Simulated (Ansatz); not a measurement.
Consider the following.

```
ZnSiP2
1.0
   -2.65646     2.65646     5.18342
    2.65646    -2.65646     5.18342
    2.65646     2.65646    -5.18342
Zn Si P
2 2 4
Direct
  0.00000   0.00000   0.00000
  0.75000   0.25000   0.50000
  0.50000   0.50000   0.00000
  0.25000   0.75000   0.50000
  0.87500   0.86115   0.48615
  0.13885   0.62500   0.01385
  0.37500   0.38885   0.51385
  0.61115   0.12500   0.98615
```

No spin polarisation.

Calculations: PBEsol (Ansatz, a program for electronic structure), no spin-orbit coupling. Settings: 9×9×9 k-points, 0.05 eV Fermi–Dirac smearing.

What is the computed band gap?

1.11 eV.

What electron mass does the calculation give?

1.4 mₑ along c, 0.24 mₑ across (at Γ).

The cells carry an imposed strain or load. Effective masses come from finite differences of ±0.01 Å⁻¹. Stability against distortions was not tested. The cell was made from ZnSiP$_{2}$ in the chalcopyrite structure (space group I-42d, No. 122) by this change: isotropic strain −0.75 %.
